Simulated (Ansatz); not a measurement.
**How far PBE and r2SCAN part for Si, pressure 30 GPa**

Consider Si in the diamond structure (space group Fd-3m, No. 227; a = 5.470 Å).

(Cell as relaxed with PBE.)

Levels (all Ansatz, an electronic-structure program, PAW, earlier PAW set): PBE (420 eV, scalar-relativistic without spin-orbit coupling); r2SCAN (500 eV, spin-orbit coupling left out).

Each level relaxes its own structure.

```
base                      PBE    r2SCAN
-------------------  --------  --------
volume per atom      20.46 Å³  20.17 Å³
lattice parameter a   5.470 Å   5.444 Å
band gap              0.61 eV   0.78 eV
```

One thing is altered: a hydrostatic pressure of 30 GPa.

```json
[
 {"quantity": "smallest direct gap", "PBE": "2.61 eV", "r2SCAN": "[?]"},
 {"quantity": "band gap", "PBE": "0.15 eV", "r2SCAN": "[?]"},
 {"quantity": "shift of the gap caused by the change", "PBE": "-0.47 eV", "r2SCAN": "[?]"},
 {"quantity": "volume per atom", "PBE": "16.49 Å³", "r2SCAN": "[?]"}
]
```

Q: Predict the r2SCAN column.

A: 
- smallest direct gap, r2SCAN: 2.79 eV
- band gap, r2SCAN: 0.34 eV
- shift of the gap caused by the change, r2SCAN: -0.44 eV
- volume per atom, r2SCAN: 16.45 Å³

PBE's smallest direct gap lies 0.18 eV below r2SCAN's; PBE's band gap lies 0.19 eV below r2SCAN's; PBE's shift of the gap caused by the change lies 0.03 eV below r2SCAN's; PBE's volume per atom lies 0.04 Å³ above r2SCAN's (0.3 %). Neither level is exact; r2SCAN is the comparison here, not a measurement.

Load acts through the strain it causes; cell and atoms are relaxed under it. Whether these cells are dynamically stable was not tested. Measured, Si leaves this structure (for the β-tin structure) near 12 GPa (room temperature; as listed in arXiv:1906.07825). The zero or small gap of Si under pressure 30 GPa can change with the level of theory.
